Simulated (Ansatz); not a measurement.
# Lu, response to strain

Base system: Lu in the hcp (Mg type) structure (space group P6_3/mmc, No. 194; a = 3.443 Å, c = 5.367 Å; relaxed with 0.1 eV smearing).

Strains are applied to the cell and any free atomic positions relax.

Calculations: PBEsol, PAW, 420 eV (Ansatz, an electronic-structure program; without spin-orbit coupling).

Candidates:
(a) isotropic strain +0.50 %
(b) isotropic strain +1.50 %
(c) isotropic strain +2.50 %
(d) isotropic strain −1.50 %

Notes on the quantities. energy relative to the base: free energy F.

Order them by energy relative to the base, lowest first.

(a) isotropic strain +0.50 % (+0.9 meV/atom), (b) isotropic strain +1.50 % (+8.3 meV/atom), (d) isotropic strain −1.50 % (+8.9 meV/atom), (c) isotropic strain +2.50 % (+23 meV/atom)

Stability against distortions was not tested.
